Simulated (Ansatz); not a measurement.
The parent structure is SrTiO3 in the cubic perovskite structure (space group Pm-3m, No. 221; a = 3.854 Å). Axes: x, y, z lie along the cube axes.

It is then changed as follows: tensor shear ε_xy = +1.33 % (engineering shear γ = 0.0266), atoms relaxed at fixed cell.

Calculations: Kohn–Sham DFT with the LDA functional, run in Ansatz (a quantum-chemistry and plane-wave program) with PAW and 420 eV plane waves, no spin-orbit coupling.

**Question.** Give the band edges at the high-symmetry points of the new zone, measured from its valence-band maximum.

**Answer.** 
| point | valence edge (eV) | conduction edge (eV) |
|---|---|---|
| Γ | -0.26 | 1.78 |
| Y | -0.10 | 3.93 |
| C₀ | -0.11 | 3.93 |
| Σ₀ | -0.11 | 3.93 |
| Z | -0.61 | 2.02 |
| A₀ | 0.00 | 4.66 |
| E₀ | 0.00 | 4.66 |
| T | 0.00 | 4.66 |
| S | -0.74 | 2.02 |
| R | -0.12 | 3.95 |

The gap is 1.78 eV, indirect, T → Γ.

The cells carry an imposed strain or load. Stability against distortions was not tested. The final runs are not spin-polarised. Many cubic perovskites are stable only at high temperature; tilts and polar distortions were not tested. k-point labels follow each cell's own Brillouin zone.
